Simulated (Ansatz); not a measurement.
**SrCrO3: pressure series**

Consider SrCrO₃ in the cubic perovskite structure (space group Pm-3m, No. 221; ferromagnetic; a cell from a computed database, its experimental status unchecked).

```
SrCrO3
1.0
    3.78867     0.00000     0.00000
    0.00000     3.78867     0.00000
    0.00000     0.00000     3.78867
Sr Cr O
1 1 3
Direct
  0.50000   0.50000   0.50000
  0.00000   0.00000   0.00000
  0.50000   0.00000   0.00000
  0.00000   0.50000   0.00000
  0.00000   0.00000   0.50000
```

Cell and atoms are relaxed at each pressure.

Level of theory: PBEsol (Ansatz, a quantum-chemistry and plane-wave program), spin-orbit coupling left out.

Notes on the quantities. enthalpy: H = E + PV relative to the base's energy.

```json
[
 {"change": "base", "enthalpy": "–", "shortest interatomic distance": "1.894 Å"},
 {"change": "pressure −2 GPa", "enthalpy": "-0.14 eV/atom", "shortest interatomic distance": "1.902 Å"},
 {"change": "pressure −1 GPa", "enthalpy": "-0.07 eV/atom", "shortest interatomic distance": "1.898 Å"},
 {"change": "pressure 0.3 GPa", "enthalpy": "+0.02 eV/atom", "shortest interatomic distance": "1.893 Å"},
 {"change": "pressure 0.7 GPa", "enthalpy": "+0.05 eV/atom", "shortest interatomic distance": "1.891 Å"},
 {"change": "pressure 1.5 GPa", "enthalpy": "+0.10 eV/atom", "shortest interatomic distance": "1.888 Å"},
 {"change": "pressure 3 GPa", "enthalpy": "+0.20 eV/atom", "shortest interatomic distance": "1.882 Å"},
 {"change": "pressure 5 GPa", "enthalpy": "+0.33 eV/atom", "shortest interatomic distance": "1.876 Å"},
 {"change": "pressure 7.5 GPa", "enthalpy": "+0.50 eV/atom", "shortest interatomic distance": "1.869 Å"},
 {"change": "pressure 10 GPa", "enthalpy": "+0.66 eV/atom", "shortest interatomic distance": "1.862 Å"}
]
```

Load acts through the strain it causes; cell and atoms are relaxed under it. Stability against distortions was not tested. No other phases were tried under pressure. No Hubbard U is applied and the magnetic state is the run's own (SrCrO3 ferromagnetic); small cells can't hold the antiferromagnetic order that many such compounds have, so gaps and moments can be off. Many cubic perovskites are stable only at high temperature; tilts and polar distortions were not tested.
